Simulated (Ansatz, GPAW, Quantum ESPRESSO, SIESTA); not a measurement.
Code comparison for MgCd₂ (C2/m, 6 atoms in the cell)

Self-consistent single point.

```xyz
6
Lattice="5.9097 -1.5463 0.0000 5.9097 1.5463 0.0000 -2.1612 0.0000 6.9816" Properties=species:S:1:pos:R:3 pbc="T T T"
Mg     3.2735     0.0000     3.2892
Mg     6.3848     0.0000     3.6924
Cd     7.8957     0.0000     1.0241
Cd     1.7626     0.0000     5.9575
Cd    11.0335     0.0000     1.3512
Cd    -1.3752     0.0000     5.6304
```

Shared settings, as Ansatz (a quantum-chemistry and plane-wave program) writes them: kpoints.mp_grid.grid = 5 5 3; scf.occupations.method = gaussian; scf.occupations.width = 0.136 eV. Potentials and cutoffs stand in the table.

| code | model | pressure (GPa) | largest force (eV/Å) | cutoff |
|---|---|---|---|---|
| Ansatz | LDA (PW92), PAW files made with PBE | -3.88 | 0.115 | 420 eV |
| SIESTA | LDA PW92, numerical atomic orbitals TZP, PseudoDojo LDA standard norm-conserving potentials (rewritten from UPF to PSML) | -8.08 | 0.435 | grid 300 Ry |
| Quantum ESPRESSO | LDA (PZ), GBRV 1.5 ultrasoft (LDA) pseudopotentials | -4.10 | 0.102 | 40 Ry |
| GPAW | LDA (Perdew-Wang 92), GPAW PAW datasets LDA (gpaw-data 1.0.1) | -4.14 | 0.129 | 850 eV |

Size of the force on each atom (eV/Å): Sizes of forces hide their directions.

```tsv
code	Mg1	Mg2	Cd3	Cd4	Cd5	Cd6
Ansatz	0.053	0.053	0.073	0.073	0.115	0.115
SIESTA	0.015	0.015	0.426	0.426	0.435	0.435
Quantum ESPRESSO	0.054	0.054	0.059	0.059	0.102	0.102
GPAW	0.053	0.053	0.089	0.089	0.129	0.129
```

The spread over the programs that give each value: pressure within 4.20 GPa; largest force within 0.333 eV/Å.

SIESTA uses small atom-centred bases, whose incompleteness enters pressures, forces and empty levels differently from a plane-wave cutoff. Ansatz's pressure is given at a fixed set of plane waves, as the other plane-wave codes print theirs. The same LDA comes in different parametrisations, which differ slightly. In the pressure, SIESTA (by 3.98) lies more than 1 GPa from the median of the plane-wave programs. In the force vectors, SIESTA (by 0.353) lies more than 0.08 eV/Å from the median of the plane-wave programs.

The shared mesh is coarse (it stands for a supercell whose shortest vector is 15 Å), so the values are not converged in it.

The starting cell comes from a database of computed structures (which also holds hypothetical and non-ambient phases and stackings), without a prior relaxation at this level.

Left out of this page: FLEUR (with a known weakness of the program).

Keys are those of Ansatz 0.2.
